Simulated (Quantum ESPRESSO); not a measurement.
A self-consistent single point of Cu (Fm-3m, 1 atom in the cell) with Quantum ESPRESSO.

Computed with PBE, PSlibrary ultrasoft (PBE) pseudopotentials (plane waves; Quantum ESPRESSO).

The change in words: lattice scaled by 0.98; ecutwfc: 50 Ry → 60 Ry; ecutrho: 400 Ry → 360 Ry; pseudopotentials: {Cu: cu_pbe_v1.2.uspp.F.UPF} → {Cu: Cu.pbe-dn-rrkjus_psl.1.0.0.UPF}. Reference geometry:
```xyz
1
Lattice="0.0000 1.8104 1.8104 1.8104 0.0000 1.8104 1.8104 1.8104 0.0000" Properties=species:S:1:pos:R:3 pbc="T T T"
Cu     0.0000     0.0000     0.0000
```

Reference input (self-consistent single point, DFT, PBE, plane waves, GBRV 1.5 ultrasoft (PBE) pseudopotentials): ecutwfc = 50 Ry; ecutrho = 400 Ry; occupations = smearing; smearing = gauss; degauss = 0.0073499 Ry; potentials = {Cu: cu_pbe_v1.2.uspp.F.UPF}; K_POINTS = automatic 10 10 10 0 0 0; conv_thr = 1e-10 Ry. This run's input differs from it in these lines:

```diff
@@ -10,7 +10,7 @@
    ibrav = 0
-   celldm(1) = 4.838291207
+   celldm(1) = 4.741526185
    nat = 1
    ntyp = 1
-   ecutwfc = 50
-   ecutrho = 400
+   ecutwfc = 60
+   ecutrho = 360
    occupations = 'smearing'
@@ -23,3 +23,3 @@
 ATOMIC_SPECIES
-Cu    63.5460  cu_pbe_v1.2.uspp.F.UPF
+Cu    63.5460  Cu.pbe-dn-rrkjus_psl.1.0.0.UPF
 CELL_PARAMETERS alat
```

The program printed (abridged):

```
     Self-consistent Calculation

     iteration #  1     ecut=    60.00 Ry     beta= 0.70

     Threshold (ethr) on eigenvalues was too large:
     Diagonalizing with lowered threshold

     total energy              =    -122.70407789 Ry
     estimated scf accuracy    <       0.06943833 Ry

     iteration #  2     ecut=    60.00 Ry     beta= 0.70

     total energy              =    -122.70718754 Ry
     estimated scf accuracy    <       0.23271782 Ry

     iteration #  3     ecut=    60.00 Ry     beta= 0.70

     total energy              =    -122.74442686 Ry
     estimated scf accuracy    <       0.00007095 Ry

   [... 3 blocks of this kind left out ...]

     iteration #  7     ecut=    60.00 Ry     beta= 0.70

     total energy              =    -122.74447803 Ry
     estimated scf accuracy    <          5.7E-10 Ry

     iteration #  8     ecut=    60.00 Ry     beta= 0.70
     End of self-consistent calculation

     the Fermi energy is    13.5562 ev

!    total energy              =    -122.74447803 Ry
     estimated scf accuracy    <          7.5E-11 Ry
     smearing contrib. (-TS)   =      -0.00026201 Ry
     internal energy E=F+TS    =    -122.74421602 Ry

     convergence has been achieved in   8 iterations

     Forces acting on atoms (cartesian axes, Ry/au):

     atom    1 type  1   force =     0.00000000    0.00000000    0.00000000

     Total force =     0.000000     Total SCF correction =     0.000000

          total   stress  (Ry/bohr**3)                   (kbar)     P=      123.98
   0.00084281  -0.00000000  -0.00000000          123.98       -0.00       -0.00
  -0.00000000   0.00084281  -0.00000000           -0.00      123.98       -0.00
  -0.00000000  -0.00000000   0.00084281           -0.00       -0.00      123.98

   JOB DONE.
```

The run converged in 8 iterations. Against the reference run the pressure goes from 0.18 to 12.40 GPa.

The starting cell has typed, rounded lattice constants, without a prior relaxation at this level. Its lattice was rescaled by up to half a per cent. For this run, on top of that: lattice scaled by 0.98. Spin polarisation is off.
